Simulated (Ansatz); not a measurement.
The reference is CsPbCl3 in the cubic perovskite structure (space group Pm-3m, No. 221).

CsPbCl3 is modelled in the cubic space group Pm-3m (No. 221), the cubic perovskite structure, Pearson symbol cP5. Conventional cell: a = b = c = 5.521 Å, α = β = γ = 90.00°. Cs on 1a has 12 Cl at 3.904 Å (cuboctahedral). Pb on 1b sees 6 Cl at 2.760 Å (octahedral). Cl on 3c sees 2 Pb at 2.760 Å and 4 Cs at 3.904 Å (octahedral). (Neighbours: up to the widest gap in distance over summed covalent radii, below 1.35, at either atom; cation-cation and far metal-metal contacts left out.)

The values are results of Ansatz (a first-principles code), LDA, PAW, cutoff 420 eV, spin-orbit coupling left out, not measurements.

Strains are applied to the cell and any free atomic positions relax.

One change was made to it. Results:

| quantity | base | after |
|---|---|---|
| hole mass | 0.14 mₑ (at R) | 0.11 mₑ (at R) |
| valley order (the lowest conduction-band minima on the path, energy above the VBM, named in the base's zone) | R along ⟨111⟩ 1.53 eV; Γ 2.75 eV | R along ⟨111⟩ 1.24 eV; Γ 2.43 eV |
| pressure | 0.0 kbar | 18.3 kbar |
| mean gap deformation potential ΔEg/Δln V | – | +5.3 eV |

### Question
What was done to the base?
A) isotropic strain −0.60 %
B) isotropic strain −1.20 %
C) isotropic strain −3.00 %
D) isotropic strain −1.80 %

### Answer
D, isotropic strain −1.80 %. For comparison, the valley order in the other runs: isotropic strain −0.60 % gives R along ⟨111⟩ 1.44 eV; Γ 2.64 eV; isotropic strain −3.00 % gives R along ⟨111⟩ 1.02 eV; Γ 2.19 eV; isotropic strain −1.20 % gives R along ⟨111⟩ 1.34 eV; Γ 2.54 eV.

Spin-orbit coupling, missing from the scalar runs, can matter with Pb. Masses are band curvatures over ±0.01 Å⁻¹ around the edge. No phonon test of stability was made. Many cubic perovskites are stable only at high temperature; tilts and polar distortions were not tested. This is not the structure that CsPbCl3 has at room temperature and ambient pressure.
